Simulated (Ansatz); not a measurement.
Input:

```
CELL_PARAMETERS angstrom
      1.94979     1.12571     6.52481
     -1.94979     1.12571     6.52481
      0.00000    -2.25142     6.52481
ATOMIC_POSITIONS crystal
  Y  0.00000 0.00000 0.00000
  Na 0.50000 0.50000 0.50000
  S  0.25645 0.25645 0.25645
  S  0.74355 0.74355 0.74355
```

No spin polarisation.

The values are results of Ansatz (a quantum-chemistry and plane-wave program), PBEsol, PAW, cutoff 420 eV, scalar-relativistic without spin-orbit coupling, not measurements. Settings: 10×10×10 k-points, 0.05 eV Fermi–Dirac smearing.

Q: What pressure (mean of the normal stresses, compression positive) does the calculation give?

A: 1.48 GPa.

Q: Estimate the space group.

A: R-3m (No. 166).

Q: What band gap does the calculation give?

A: 2.06 eV.

The cells carry an imposed strain or load. Stability against distortions was not tested. The cell was made from NaYS2 (space group R-3m, No. 166; a model cell) by this change: isotropic strain −0.92 %.
